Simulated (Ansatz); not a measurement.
Functionals compared on NH3 on the 1x1 (110) surface of bcc Mo, one in a 2x2 cell, started at the site 'bridge Mo-Mo (span 2.7 Å)', in Ansatz (plane waves, PAW). The structure was relaxed with PBE; the other rows are single points on it, each with its references at the same level. Cutoff 420 eV (500 eV for r2SCAN).

Model: 20-atom slab, 6.5 Å thick at the start under the adsorbate (thin: gaps and levels are the slab's own), 6x6x1 mesh, Fermi-Dirac 0.1 eV, dipole correction, 8 atoms held, the rest relaxed; no symmetry held; no spin, no spin-orbit, no U, no dispersion correction. At the end it is bonded to Mo. In PBE it is, or lies within 0.03 eV of, the lowest of the starts that converged. These notes are the PBE run's. Adsorption energies are against NH3(g). A negative adsorption energy means that the adsorbate is more stable on the surface than in its reference.

```csv
functional,adsorption energy (eV),work function of the top face (eV),change of the work function (eV),rough cost of the single point
PBE,-0.78,2.58,-2.01,–
RPBE,-0.52,2.49,-1.95,very roughly 4 core-minutes
r2SCAN,___,___,___,very roughly 6 core-minutes
```

Task: What belongs in the gaps?

Result: 
- r2SCAN, adsorption energy (eV): -0.88
- r2SCAN, work function of the top face (eV): 2.50
- r2SCAN, change of the work function (eV): -2.13

Ansatz is a first-principles code.
